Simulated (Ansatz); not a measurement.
An Ansatz (a program for electronic structure) run: Ag with a change (tensor shear ε_xy = +1.14 %); r2SCAN in Ansatz (plane waves to 500 eV, PAW, no SOC).

Input:

Ansatz 0.2 input:
```yaml
crystal:
  lattice:
    - [0.0233944307, 2.0521430472, 2.0521430472]
    - [2.0521430472, 0.0233944307, 2.0521430472]
    - [2.0755374779, 2.0755374779, 0]
  atoms:
    - { symbol: Ag, position: [0, 0, 0] }
basis: { ecutwfc: 500, ecutrho_ratio: 4, xc_grid: 4, fft_grid_basis: typed }
kpoints: { mp_grid: { grid: [28, 28, 28] } }
hamiltonian:
  xc: r2scan
  dispersion: none
  pseudopotentials: { kind: paw }
scf: { occupations: { method: fermi_dirac, width: 0.1 }, convergence: { dr2_threshold: 0.0000000001 } }
relax: { f_tol: 0.005, max_steps: 50 }
output: { forces: true, stress: true }
checkpoint: { write: state.ck, write_every: 1000 }
```

Output (explanatory and most iteration lines left out):

```
Relaxation: its limit of steps is 50 (relax.max_steps)
Pseudopotential: Ag, paw, valence charge 19
Crystal: 1 atoms, lattice volume = 17.282 Å³
Basis set: ecut = 500 eV, 435 PW (Γ), exchange–correlation on 96×96×96 points (64 copies of the dense FFT grid, shifted against one another)
Bands: 14, of which v1, the nominal top of the filled ones, is band 10 counted from 1 (9 counted from 0)
Symmetry: 8 space group operations
Space group: Immm (ITA 71), of the structure as read, at distance tolerance 2.6e-5 Å
k-points: 3060 of 21952
Functional: x = r2scan, c = r2scan; τ floored in thin density (d = 2e-4 eV/Å³)
SCF iter   1: F=—  HF=-7603.951377 eV  |F-HF|=—  |Δ(HF+E_count)|=         —  Δρ=1.08e-2  dr2=1.87e-2  dr2_τ=5.76e-4  ethr=1.77e-3  ⟨swp⟩=4.6  Hψ=219522  notcnv=0
SCF iter   2: F=—  HF=-7603.947913 eV  |F-HF|=—  |Δ(HF+E_count)|=   3.46e-3  Δρ=5.44e-3  dr2=3.53e-3  dr2_τ=4.52e-4  ethr=9.86e-5  ⟨swp⟩=1.0  Hψ=67330  notcnv=0
SCF 1 converged in 7 iterations: F = -7603.948076 eV  dr2 = 2.89e-11
relax step   1: F+E_penalty+E_count = -7603.94807646 eV  Δ(F+E_penalty+E_count) = +0.000e0 eV  max|allowed force component| = 0.000e0 eV/Å  Δτ_max = 0.0000 Å  (7 SCF iters, accepted)
Crystal: 1 atoms, lattice volume = 17.282 Å³
SCF iter   1: F=—  HF=-7603.948076 eV  |F-HF|=—  |Δ(HF+E_count)|=         —  Δρ=5.92e-7  dr2=2.89e-11  dr2_τ=8.13e-12  ethr=1.00e-12  ⟨swp⟩=2.1  Hψ=247203  notcnv=0  defer=452
SCF iter   2: F=-7603.948076 eV  HF=-7603.948076 eV  |F-HF|=2.73e-11  |Δ(HF+E_count)|=  8.55e-11  Δρ=3.36e-7  dr2=1.09e-11  dr2_τ=5.92e-13  ethr=1.00e-12  ⟨swp⟩=3.6  Hψ=113625  notcnv=0
SCF 2 converged in 2 iterations: F = -7603.948076 eV  dr2 = 1.09e-11
SCF converged after 2 iterations
Free energy (F): -7603.948076 eV
Internal energy: -7603.939862 eV  (E = F + TS)
E sigma→0 (E₀):  -7603.943969 eV
Entropy (-TS):   -0.008215 eV (-8.215 meV/atom)
Fermi energy:    17.112265 eV
--- Forces (eV/Å), atoms counted from 1 ---
  atom   1  Ag     0.00000000     0.00000000     0.00000000
--- Stress (GPa, compression-positive) ---
        0.119757      -1.040353      -0.000000
       -1.040353       0.119757      -0.000000
       -0.000000       0.000000      -0.034711
  P = ⅓ Tr σ = 0.0683 GPa (0.683 kbar)
--- Relaxed structure (1 steps of the walk, 1 accepted, 0 SCFs on fresh bases) ---
  atoms:
    - { symbol: Ag, position: [0.0, 0.0, 0.0] }
```

The cells carry an imposed strain or load. No phonon test of stability was made. The cell was made from Ag in the fcc (Cu type) structure (space group Fm-3m, No. 225) by this change: tensor shear ε_xy = +1.14 %.
